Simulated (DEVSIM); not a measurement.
System: abrupt GaAs n-p junction, at 300 K.

Layer 1 from the left is GaAs, thickness (μm) 70.0, Nd (cm⁻³) 7.5e14, τn (s) 5.9e-9, τp (s) 5.9e-9. Layer 2 from the left is GaAs, thickness (μm) 31.0, Na (cm⁻³) 9.4e15, τn (s) 5.9e-9, τp (s) 5.9e-9.

Left contact: ohmic. Right contact: ohmic. Voltage is applied to the left contact. Recombination: SRH at mid-gap, radiative, Auger. Mobility is constant in doping.

Constants are typed, rounded textbook-type inputs, not results; the design itself was drawn at random and stands for no fabricated device. Values at 300 K.

GaAs: gap (eV) 1.424, affinity (eV) 4.07, permittivity 12.9, Nc (cm⁻³) 4.7e17, Nv (cm⁻³) 9e18, μn (cm²/Vs) 8500, μp (cm²/Vs) 400, B (cm³/s) 2e-10, Cn (cm⁶/s) 1e-30, Cp (cm⁶/s) 1e-30.

Task: Estimate by hand the built-in potential, the peak field at zero bias, the capacitance at 3 V, and compare with a numerical solution.

Result: 
- Built-in potential: ni = √(Nc Nv) exp(−Eg/2kT) = 2250000 cm⁻³ with Eg = 1.424 eV; Vbi = kT/q ln(Na Nd/ni²) = 1.080 V; numerical 1.080 V.
- Peak field at zero bias: depletion approximation: W = √(2εVbi/(qN)) = 1.49 μm with N = 6.95e14 cm⁻³; field = 2Vbi/W = 14500 V/cm; numerical 14200 V/cm (estimate above by 2.1 %).
- Capacitance at 3 V: C = √(qεN / 2(Vbi + |V|)) = 3.95 nF/cm²; numerical 3.97 nF/cm² (estimate below by 0.65 %).

Simulated with DEVSIM: 1D drift-diffusion, Boltzmann statistics, complete ionisation; no tunnelling, impact ionisation, image-force lowering or self-heating.
